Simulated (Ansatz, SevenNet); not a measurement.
For GaN (model structure, started from the WC type, P-6m2, No. 187, 2 atoms in the cell), the machine-learned potential SevenNet-0 (trained on PBE and PBE+U data) gives:

```
Item                 Result
------------------  -------
lattice constant a  2.962 Å
c axis length       2.678 Å
```

**Question.** What does r²SCAN+rVV10 (Ansatz, a first-principles code, plane waves, PAW) give for the same quantities?

**Answer.** 
- lattice constant a: 2.928 Å (decreases by 1.1 %)
- lattice parameter c: 2.647 Å (drops by 1.2 %)

Changes are worked out from the printed values.

Unless a cell is named, each level is at its own relaxed cell (SevenNet-0 10.17, r²SCAN+rVV10 9.83 Å³/atom).

Ansatz's density-functional and Hartree–Fock values are scalar-relativistic unless marked +SOC, with PAW data made under PBE.

A model structure was made by putting elements into a prototype or built by hand; it is no filed structure, need not be a known phase, and can be a saddle point held by its symmetry.
